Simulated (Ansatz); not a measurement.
**The (322) surface of bcc Ta in its 1x1 cell, outermost plane spacing 0.40 Å in the ideal cut**

Calculation: r2SCAN, at the PBE geometry (plane waves to 500 eV, PAW; Ansatz, a first-principles code).

Set-up: 27 atoms, 10.5 Å thick at the start (thin: gaps and levels are the slab's own); mesh 8x4x1; 0.1 eV smearing; dipole correction on; single point; on the structure that PBE left under its start's symmetry; no spin, no spin-orbit, no U.

```
Quantity                                                     Result
-----------------------------------  ------------------------------
surface energy (mean of both faces)                      2.95 J/m^2
work function of the top face                               3.88 eV
cost                                 around 18 core-minutes (rough)
```
